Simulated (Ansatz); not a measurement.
**Pressure series in SrTiO3**

Take SrTiO$_{3}$ in the cubic perovskite structure (space group Pm-3m, No. 221; a = 3.936 Å) as the base.

Cell and atoms are relaxed at each pressure.

All numbers come from PBE/PAW in Ansatz (an electronic-structure program), spin-orbit coupling left out, earlier PAW set.

| pressure (GPa) | volume per atom (Å³/atom) |
|---|---|
| -2 | 12.348 |
| -1 | 12.273 |
| 0 | 12.200 |
| 0.3 | 12.180 |
| 0.7 | ? |
| 1.5 | 12.097 |
| 5 | 11.869 |
| 10 | 11.579 |

Problem. Fit the third-order Birch–Murnaghan form P(V) = (3B₀/2)[(V₀/V)^(7/3) − (V₀/V)^(5/3)]·[1 + (3/4)(B₀′ − 4)((V₀/V)^(2/3) − 1)] (squares taken in P) to the rows shown and predict the withheld row.

Solution. Least squares on the printed values gives V₀ = 12.201 Å³/atom, B₀ = 171 GPa, B₀′ = 4.2; this predicts 12.152 Å³/atom, and the run gives 12.152 Å³/atom, in agreement.

Measured bulk modulus of SrTiO3: 172.1 GPa (room temperature; as listed in Mael Guennou et al., Physical Review B (2010)); the computed value is for a static lattice, so the two differ by thermal effects too.

Load acts through the strain it causes; cell and atoms are relaxed under it. No phonon test of stability was made. Competing high-pressure phases were not computed. The final runs are not spin-polarised. Many cubic perovskites are stable only at high temperature; tilts and polar distortions were not tested.
